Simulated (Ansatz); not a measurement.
The starting structures come from a database of crystals and need not be the phases stable at ambient conditions.

```xyz
17
Lattice="6.6940 0.0000 0.0000 2.2237 6.3247 0.0000 -2.2351 3.1623 5.4674" Properties=species:S:1:pos:R:3 pbc="T T T"
Na     4.4589     3.1623     0.0416
Na     1.1119     3.1623     5.1973
Na    -1.1188     1.8329     2.9141
Na     3.3425     4.4918     2.9141
Sr     1.1119     3.1623     0.0525
Si     2.2237     6.3247     0.4286
Si     6.6848     5.0838     2.5664
Si     4.4567     7.5656     2.5664
O      1.1279     5.6163     1.4707
O      3.3196     7.0330     1.4707
O      3.7820     4.3957     5.1055
O      0.6655     8.2537     5.1055
O      0.6232     5.0300     4.0492
O      3.8243     7.6193     4.0492
O      6.0357     3.7689     1.8928
O      2.8820     2.5558     1.8928
O      5.5707     6.3247     2.5905
```

Space group of this cell: C2. The cell is taken as given; by PBEsol its mean pressure is -2.8 GPa.

Transport runs along the normal of the first two printed cell vectors.

The gap is the functional's own. No spin-orbit coupling. Mid-gap values are interpolated on the energy grid.

**Question.** Estimate the band gap and the smallest decay constant κ at mid-gap that Ansatz (a first-principles code) with PBEsol returns for this system.

**Answer.** Gap 4.00 eV on a 6×6×6 mesh; κ = 0.385 1/Å, at the zone centre.
